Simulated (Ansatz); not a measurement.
# As (model structure, Fd-3m, No. 227, 2 atoms in the cell)

Computed with r²SCAN+rVV10 in Ansatz (plane waves, PAW).

Numerical settings: plane-wave cutoff 560 eV, 16×16×16 k mesh, Fermi–Dirac smearing 0.05 eV, scalar-relativistic PAW data made under PBE.

Cell (relaxed at this level):

```
CELL_PARAMETERS angstrom
      0.00000     3.01601     3.01601
      3.01601     0.00000     3.01601
      3.01601     3.01601     0.00000
ATOMIC_POSITIONS crystal
  As 0.00000 0.00000 0.00000
  As 0.25000 0.25000 0.25000
```

```json
{
  "band_gap": "zero (no gap)"
}
```

Note: the relaxation could raise the start's symmetry but not lower it, so the cell can be a saddle point.

Spin–orbit coupling is not included.

A model structure was made by putting elements into a prototype or built by hand; it is no filed structure, need not be a known phase, and can be a saddle point held by its symmetry.

Ansatz is a first-principles code.
